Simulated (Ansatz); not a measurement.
Input:

```
CELL_PARAMETERS angstrom
      4.41221     0.00000     0.00000
      0.00000     4.41221     0.00000
      2.20610    -2.20610     3.08248
ATOMIC_POSITIONS crystal
  Pb 0.00000 0.00000 0.00000
  Se 0.50000 0.50000 0.00000
```

No spin polarisation.

Calculations: r2SCAN, PAW, 500 eV (Ansatz, a first-principles code; scalar-relativistic without spin-orbit coupling). Settings: 9×9×9 k-points, 0.05 eV Fermi–Dirac smearing.

Predict the gap character, band gap, space group and pressure.


- Gap character: direct at N
- Band gap: 0.72 eV
- Space group: I4/mmm (No. 139)
- Pressure (mean of the normal stresses, compression positive): -0.87 GPa

Spin-orbit coupling, missing from the scalar runs, can matter with Pb. The cells carry an imposed strain or load. Whether these cells are dynamically stable was not tested. The cell was made from PbSe in the rock salt structure (space group Fm-3m, No. 225) by this change: biaxial strain +1.00 %, plane normal [001], relaxed out of plane.
